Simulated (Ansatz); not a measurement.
Reference: ScRu3C (Pm-3m), PBEsol, DFPT electron-phonon coupling, linearised Boltzmann equation (plane waves, PAW, scalar-relativistic; Ansatz, an electronic-structure program); geometry: relaxed with this functional, without spin-orbit coupling.

```yaml
crystal:
  lattice:
    - [4.03194, 0.00000, 0.00000]
    - [0.00000, 4.03194, 0.00000]
    - [0.00000, 0.00000, 4.03194]
  atoms:
    - { symbol: Sc, position: [0.00000, 0.00000, 0.00000] }
    - { symbol: Ru, position: [0.00000, 0.50000, 0.50000] }
    - { symbol: Ru, position: [0.50000, 0.00000, 0.50000] }
    - { symbol: Ru, position: [0.50000, 0.50000, 0.00000] }
    - { symbol: C, position: [0.50000, 0.50000, 0.50000] }
```

- resistivity at 300 K: 17.7 μΩ·cm

### Question
Replace Ru by Co on the same sites and relax. What happens?

### Answer
ScCo3C (Pm-3m): volume per atom 13.1 to 10.6 Å³; resistivity at 300 K rises (17.7 μΩ·cm to 57 μΩ·cm).

Moves up to 16 % count as about the same. Metals; harmonic phonons alone scatter; means over directions. Halving the electron mesh moves these values by up to 11 %; q meshes are mostly untested. Spin-orbit coupling is left out.

Computed structure with no diffraction record at hand here (it may be known, metastable or hypothetical): ScCo3C (Pm-3m), ScRu3C (Pm-3m). Treated as nonmagnetic (a ferromagnetic start lost its moment, other orders weren't tried): ScCo3C (Pm-3m).
